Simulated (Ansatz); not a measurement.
Functionals compared on the (000-1) surface of wurtzite ZnO, O-terminated, ideal O-terminated 1x1 (bottom of the slab: 2 H on 4 bottom sites), in Ansatz (plane waves, PAW). The structure was relaxed with PBE; the other rows are single points on it. Cutoff 420 eV (500 eV for r2SCAN).

Model: 42-atom slab, 12.8 Å thick at the start with caps and adatoms (thin: gaps and levels are the slab's own), 4x4x1 mesh, Fermi-Dirac 0.025 eV, dipole correction, 8 atoms held, the rest relaxed; symmetry of the start imposed; no spin (no spin-polarised run to compare, though such a face may carry moments), no spin-orbit, no U. The slab shows no gap over 0.04 eV on its mesh. In PBE it is, or lies within 0.01 eV a 1x1 cell of, the lowest of the 2 structures of its composition computed so far; larger cells were not tried. These notes are the PBE run's.

```csv
functional,work function of the top face (eV),rough cost of the single point
PBE,6.87,–
r2SCAN,7.15,around 10 core-minutes (rough)
```

Ansatz is an electronic-structure program.
